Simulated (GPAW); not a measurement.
Band structure of HfN (Fm-3m, 2 atoms in the cell).

```yaml
crystal:
  lattice:
    - [0.00000, 2.26000, 2.26000]
    - [2.26000, 0.00000, 2.26000]
    - [2.26000, 2.26000, 0.00000]
  atoms:
    - { symbol: Hf, position: [0.00000, 0.00000, 0.00000] }
    - { symbol: N, position: [0.50000, 0.50000, 0.50000] }
```

Computed with PBE, GPAW PAW datasets PBE (gpaw-data 1.0.1) (plane waves; GPAW 25.7.0).

Settings: mode = pw; ecut = 950 eV; xc = PBE; kpts = 10 10 10; mesh shift (steps) = 0 0 0; occupations.name = methfessel-paxton; occupations.width = 0.272 eV; occupations.order = 0; nbands = -10; convergence.forces = 0.001 eV/Å; symmetry.symmorphic = false; symmetry.tolerance = 0.0005; maxiter = 150; bandpath_npoints = 40.

The starting cell has typed, rounded lattice constants, without a prior relaxation at this level. Spin-orbit coupling is off.

Levels in eV from the Fermi level, bands 5 to 12:
```csv
point,5,6,7,8,9,10,11,12
Γ,-17.53,-3.06,-3.06,-3.06,-0.40,-0.40,-0.40,1.77
X,-16.46,-5.50,-3.85,-3.75,-3.75,4.02,5.44,5.44
W,-15.85,-6.20,-5.54,-5.54,1.08,1.08,5.45,5.46
K,-15.89,-6.39,-5.60,-5.01,-0.89,3.81,4.38,5.93
L,-14.84,-8.92,-6.23,-6.23,3.21,3.63,3.63,4.38
U,-15.89,-6.39,-5.60,-5.01,-0.89,3.81,4.38,5.93
```

Bands cross the Fermi level along this path, so the cell is metallic at this level.
